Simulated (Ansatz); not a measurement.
We consider SiGe (model structure, started from the InPb type, R-3m, No. 166, 2 atoms in the cell), described by PBEsol (Ansatz, a first-principles code, PAW).

Numerical settings: plane-wave cutoff 520 eV, 24×24×24 k mesh, Fermi–Dirac smearing 0.05 eV, scalar-relativistic PAW data made under PBE.

Cell (relaxed at this level):

Space group R-3m, hexagonal axes (No. 166); a = 2.8500 Å, b = 2.8500 Å, c = 14.1585 Å, α = 90.00°, β = 90.00°, γ = 120.00°

```json
[
 {"atom": "Ge", "site": "3a", "symmetry": "-3m", "x": "0.0000", "y": "0.0000", "z": "0.0000"},
 {"atom": "Si", "site": "3b", "symmetry": "-3m", "x": "0.0000", "y": "0.0000", "z": "0.5000"}
]
```
(The calculation used a cell of 2 atoms; values per cell refer to that cell.)

Question: Give the computed bulk modulus.

Answer: 
bulk modulus: 80.6 GPa

The run finds no gap.

Note: the bulk modulus is −V dP/dV from two relaxed cells at ±2 % in volume; the relaxation could raise the start's symmetry but not lower it, so the cell can be a saddle point.

Computing time: about 4 core-minutes (a rough figure).

A model structure was made by putting elements into a prototype or built by hand; it is no filed structure, need not be a known phase, and can be a saddle point held by its symmetry.
